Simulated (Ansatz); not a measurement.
Cubic perovskite BaHfO₃, treated with RPBE in Ansatz (PAW).

Run with plane-wave cutoff 520 eV, 8×8×8 k mesh, Fermi–Dirac smearing 0.01 eV, scalar-relativistic PAW data made under PBE.

Properties against volume:

| V (Å³/atom) | P (GPa) | direct gap at Γ (eV) | smallest gap on the k mesh (eV) |
|---|---|---|---|
| 14.344 | 10.18 | 3.852 | 3.769 |
| 14.649 | 6.41 | 3.842 | 3.726 |
| 14.954 | 3.03 | 3.827 | 3.683 |
| 15.259 | -0.01 | 3.809 | 3.639 |
| 15.565 | -2.73 | 3.787 | 3.594 |
| 15.870 | -5.18 | 3.762 | 3.549 |
| 16.175 | -7.37 | 3.735 | 3.504 |

The fundamental gap (3.64 eV at the equilibrium volume, with added k points) lies elsewhere than Γ–Γ.

Spin–orbit coupling is not included.

Ansatz is a program for electronic structure.
